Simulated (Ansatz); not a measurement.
The reference is Mo in the bcc (W type) structure (space group Im-3m, No. 229; a = 3.1301 Å; relaxed with 0.1 eV smearing). Axes: x, y, z lie along the cube axes.

Method: Kohn–Sham DFT with the PBEsol functional, run in Ansatz (a program for electronic structure) with PAW and 420 eV plane waves, without spin-orbit coupling, earlier PAW set.

For the base:

```
Property           Result
---------------  --------
Volume per atom  15.33 Å³
```

Now apply this change: uniaxial stress, 3 GPa tension along z, with the cell and atoms free to relax against it.

**Question.** Estimate the effect on the volume per atom.

**Answer.** The volume per atom increases by 0.06 Å³ to 15.39 Å³.

Load acts through the strain it causes; cell and atoms are relaxed under it. Beyond what the load breaks, stability against distortions was not tested. The final runs are not spin-polarised.
